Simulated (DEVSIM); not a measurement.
Device: Ni/SiON/SiO2/n-Si capacitor, at 300 K.

```tsv
layer (left to right)	material	thickness (nm)	Nd (cm⁻³)
1	SiON	25.0	-
2	SiO2	0.540	-
3	Si	4400	1.7e16
```

Metal gate on the left, work function 5.1 eV. Fixed charge at the semiconductor interface 1.2e12 cm⁻² (in units of +e); no interface traps.

The device is made up for the run: typed textbook-type constants, with dimensions and the other settings drawn at random. Values at 300 K.

```
parameter      SiON  SiO2       Si
-------------  ----  ----  -------
gap (eV)          7     9    1.124
affinity (eV)   1.4   0.9     4.05
permittivity    5.5   3.9     11.7
Nc (cm⁻³)         -     -  2.86e19
Nv (cm⁻³)         -     -   3.1e19
```

Model (solved in DEVSIM): 1D Poisson equation in equilibrium, Boltzmann statistics, complete ionisation; no quantum confinement or tunnelling. Metal contacts follow the ideal Schottky-Mott rule: no Fermi-level pinning, no interface dipoles.

Q: Tabulate band edges, carrier densities and field at -2.6 V on the gate.

A: Energies count from the Fermi level of the right contact; mesh points crowd at the junctions.

```tsv
x (μm)	Ec (eV)	Ev (eV)	n (cm⁻³)	p (cm⁻³)	field (V/cm)
0.000	6.300	-0.700	< 1e2	< 1e2	-990000
0.001656	6.136	-0.864	< 1e2	< 1e2	-990000
0.005659	5.738	-1.262	< 1e2	< 1e2	-990000
0.01409	4.900	-2.100	< 1e2	< 1e2	-990000
0.02225	4.090	-2.910	< 1e2	< 1e2	-990000
0.02457	3.859	-3.141	< 1e2	< 1e2	-990000
0.02531	4.273	-4.727	< 1e2	< 1e2	-1400000
0.02728	1.057	-0.067	< 1e2	2.4e18	-150000
0.03186	1.008	-0.116	330	3.5e17	-83000
0.04306	0.931	-0.193	6600	1.8e16	-62000
0.07101	0.770	-0.354	3400000	3.4e13	-54000
0.1877	0.320	-0.804	1.2e14	960000	-23000
0.4322	0.192	-0.932	1.7e16	6900	-39
1.042	0.192	-0.932	1.7e16	6800	≈ 0
3.057	0.192	-0.932	1.7e16	6800	≈ 0
3.878	0.192	-0.932	1.7e16	6800	≈ 0
4.207	0.192	-0.932	1.7e16	6800	≈ 0
4.342	0.192	-0.932	1.7e16	6800	≈ 0
4.402	0.192	-0.932	1.7e16	6800	≈ 0
4.417	0.192	-0.932	1.7e16	6800	≈ 0
4.423	0.192	-0.932	1.7e16	6800	≈ 0
4.426	0.192	-0.932	1.7e16	6800	≈ 0
```
